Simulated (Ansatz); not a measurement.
```xyz
2
Lattice="0.0000 3.1219 3.1219 3.1219 0.0000 3.1219 3.1219 3.1219 0.0000" Properties=species:S:1:pos:R:3 pbc="T T T"
Cl     0.0000     0.0000     0.0000
K      3.1219     3.1219     3.1219
```

The cell is fixed at its relaxed static size. Melting and transitions to other phases are not modelled. An odd repeat of the supercell leaves out some zone-boundary points, where instabilities often lie.

Estimate each atom's mean-square displacement (sum over three axes) at 600 K from path-integral sampling on the energy surface fitted in the stochastic self-consistent harmonic approximation in a 3×3×3 supercell, Ansatz (a program for electronic structure), PBEsol functional, plane-wave PAW.

Cl1 0.14 Å², K2 0.13 Å². Waves longer than the supercell are missing, so the values are low for an infinite crystal. Over all wave vectors of the supercell the softest harmonic mode is 51 cm⁻¹ at q = (0.00, 0.33, 0.33); the softest of the Hessian is 48 cm⁻¹ at q = (0.00, 0.33, 0.33) at 300 K (error under 1; the run's verdict: stable), 47 cm⁻¹ at q = (0.00, 0.33, 0.33) at 600 K (error under 1; the run's verdict: stable).
